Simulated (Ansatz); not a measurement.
Cost and result by functional for the surface energy of the (100) surface of beta tin in its 1x1 cell, outermost plane spacing 2.97 Å in the ideal cut, in Ansatz (plane waves, PAW). Single points on the PBE structure, on one kind of machine; costs are rough ratios of the slab run's core time (references not counted) to the cheapest single point. r2SCAN's cost holds its higher cutoff (500 against 420 eV). Differences are taken against r2SCAN for comparison alone: no measured value is at hand, so the table doesn't rank accuracy.

Set-up: 10 atoms, 11.9 Å thick at the start; mesh 12x7x1; 0.1 eV smearing; dipole correction on; all atoms relaxed; held to the start's symmetry, so lower structures may exist; no spin, no spin-orbit, no U. These notes are the PBE run's.

```json
[
 {"functional": "LDA", "relative cost": "1", "surface energy (J/m²)": "0.59", "less r2SCAN (J/m²)": "0.08"},
 {"functional": "RPBE", "relative cost": "1", "surface energy (J/m²)": "0.33", "less r2SCAN (J/m²)": "-0.18"},
 {"functional": "PBEsol", "relative cost": "1", "surface energy (J/m²)": "0.54", "less r2SCAN (J/m²)": "0.03"},
 {"functional": "r2SCAN", "relative cost": "2", "surface energy (J/m²)": "0.51", "less r2SCAN (J/m²)": "0.00"},
 {"functional": "PBE (the relaxed run's value)", "relative cost": "–", "surface energy (J/m²)": "0.42", "less r2SCAN (J/m²)": "-0.09"}
]
```

The values span 0.26 J/m², while the single points' costs differ by a factor of roughly 2. Differences are of unrounded values.

Ansatz is an electronic-structure program.
